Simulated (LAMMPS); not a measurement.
LAMMPS 22 Jul 2025, classical MD, SNAP (Ge_Zuo_JPCA2020.snapcoeff): Ge, 512 atoms.

```json
{
 "task": "MD, nve",
 "potential": "SNAP, Ge_Zuo_JPCA2020.snapcoeff Ge_Zuo_JPCA2020.snapparam",
 "copies_of_the_repeat_unit": "4×4×4",
 "shape (slab and sphere leave vacuum in the box)": "bulk",
 "steps": "400",
 "timestep": "1 fs",
 "thermo": "50",
 "newton": "on (default)",
 "atom_modify sort (bins of 2 Å where set)": "1000 (default)",
 "comm_style": "brick (default)",
 "box": "22.6 × 22.6 × 22.6 Å",
 "start": "generated diamond lattice, warmed in an untimed run"
}
```

All runs start from one configuration, warmed at this fixed volume for 300 steps under a thermostat at 300 K. The run at a skin of 2 Å has a mean temperature of 293 K and a mean pressure of 4.9 GPa.

Single runs; times are not shown.

With neigh_modify every 1 delay 0 check yes, skins of 0.1, 0.3, 0.5, 1, 1.5, 2, 3 Å were run. Further schedules:
- skin 2 Å, every 20 delay 0 check no
- skin 1 Å, every 20 delay 0 check no
- skin 1 Å, every 1 delay 10 check yes
- skin 1 Å, every 100 delay 0 check no
- skin 0.3 Å, every 10 delay 0 check yes
- skin 2 Å, every 10 delay 0 check yes
- skin 0.3 Å, every 100 delay 0 check no

A schedule rebuilds too seldom if it shows a dangerous build, rebuilds less often than the check at every step does at that skin, or fails.

Q: Which schedules can miss pairs here, and how do rebuilds depend on the skin?

A: With the check at every step the rebuilds are 55 at 0.1 Å, 19 at 0.3 Å, 10 at 0.5 Å, 0 at 1 Å, 0 at 1.5 Å, 0 at 2 Å, 0 at 3 Å. Too seldom: skin 0.3 Å, every 10 delay 0 check yes; skin 0.3 Å, every 100 delay 0 check no.

```csv
setting,rebuilds,dangerous builds,list entries an atom,change of the total energy (meV/atom)
"skin 0.1 Å, every 1 delay 0 check yes",55,—,29.7,under 0.001
"skin 0.3 Å, every 1 delay 0 check yes",19,—,33.5,under 0.001
"skin 0.5 Å, every 1 delay 0 check yes",10,—,34.4,under 0.001
"skin 1 Å, every 1 delay 0 check yes",0,—,46.0,under 0.001
"skin 1.5 Å, every 1 delay 0 check yes",0,—,64.3,under 0.001
"skin 2 Å, every 1 delay 0 check yes",0,—,85.0,under 0.001
"skin 3 Å, every 1 delay 0 check yes",0,—,120,under 0.001
"skin 2 Å, every 20 delay 0 check no",20,not counted,84.8,under 0.001
"skin 1 Å, every 20 delay 0 check no",20,not counted,46.0,under 0.001
"skin 1 Å, every 1 delay 10 check yes",0,0,46.0,under 0.001
"skin 1 Å, every 100 delay 0 check no",4,not counted,46.0,under 0.001
"skin 0.3 Å, every 10 delay 0 check yes",15,0,33.5,under 0.001
"skin 2 Å, every 10 delay 0 check yes",0,0,85.0,under 0.001
"skin 0.3 Å, every 100 delay 0 check no",4,not counted,33.5,−0.057
```

Where the energy changes as in the checked runs, the late rebuilds cost nothing that shows in this run. List entries are as LAMMPS prints them (Ave neighs/atom).
